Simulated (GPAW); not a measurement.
A self-consistent single point of Cu3Pd (P4mm, 4 atoms in the cell) with GPAW.

Method: LDA (Perdew-Wang 92), GPAW PAW datasets LDA (gpaw-data 1.0.1) (plane waves; GPAW 25.7.0).

```
Cu3Pd
1.0
    3.68295     0.00000     0.00000
    0.00000     3.68295     0.00000
    0.00000     0.00000     3.68295
Cu Pd
3 1
Cartesian
  0.05000   1.84147   1.84147
  1.84147   0.00000   1.84147
  1.84147   1.84147   0.00000
  0.00000   0.00000   0.00000
```

Reference input (self-consistent single point, DFT LDA (Perdew-Wang 92), plane waves, GPAW PAW datasets LDA (gpaw-data 1.0.1)): mode = pw; ecut = 850 eV; xc = LDA; kpts = 4 4 4; mesh shift (steps) = 0 0 0; occupations.name = fermi-dirac; occupations.width = 0.1 eV; nbands = -10; convergence.forces = 0.001 eV/Å; symmetry.symmorphic = false; symmetry.tolerance = 0.0005; maxiter = 150. This run's input differs from it in these lines:

```diff
@@ -2,3 +2,3 @@
 from ase.units import GPa
-from gpaw import GPAW, PW, FermiDirac
+from gpaw import GPAW, PW
 
@@ -17,3 +17,3 @@
             kpts={'size': (4, 4, 4), 'gamma': True},
-            occupations=FermiDirac(0.1),
+            occupations={'name': 'improved-tetrahedron-method'},
             nbands=-10,
```

Output, abridged:

```
     iter     time        total  log10-change:
                         energy   eigst   dens  force
iter:   1 --:--:--   -24.187550
iter:   2 --:--:--   -22.780793   -1.28  -1.17
iter:   3 --:--:--   -20.169081   -0.40  -1.23
iter:   4 --:--:--   -19.842335   -2.09  -1.85
iter:   5 --:--:--   -19.954510   -1.84  -1.88
iter:   6 --:--:--   -19.863853   -1.49  -1.85
iter:   7 --:--:--   -19.709191   -2.10  -1.99
iter:   8 --:--:--   -19.711994   -3.12  -2.80
iter:   9 --:--:--   -19.709766c  -3.60  -2.69
iter:  10 --:--:--   -19.710463c  -4.80  -3.09
iter:  11 --:--:--   -19.710099c  -5.88  -2.98
iter:  12 --:--:--   -19.710329c  -6.19  -2.97
   [... lines left out ...]
iter: 150 --:--:--   -19.709539c  -4.27  -3.06

Did not converge!

Here are some tips:

1) Make sure the geometry and spin-state is physically sound.
2) Use less aggressive density mixing.
3) Solve the eigenvalue problem more accurately at each scf-step.
4) Use a smoother distribution function for the occupation numbers.
5) Try adding more empty states.
6) Use enough k-points.
7) Don't let your structure optimization algorithm take too large steps.
8) Solve the Poisson equation more accurately.
9) Better initial guess for the wave functions.

See details here:

    https://gpaw.readthedocs.io/documentation/convergence.html
Traceback (most recent call last):
   [... frames left out ...]
gpaw.KohnShamConvergenceError: Did not converge!  See text output for help.
```

The run ended unconverged after 150 iterations. 

The starting cell comes from a database of computed structures (which also holds hypothetical and non-ambient phases and stackings), without a prior relaxation at this level. Its lattice was rescaled by up to half a per cent. One atom was moved a little off its site on purpose.

Cost on one core of a shared machine: roughly 3 min.
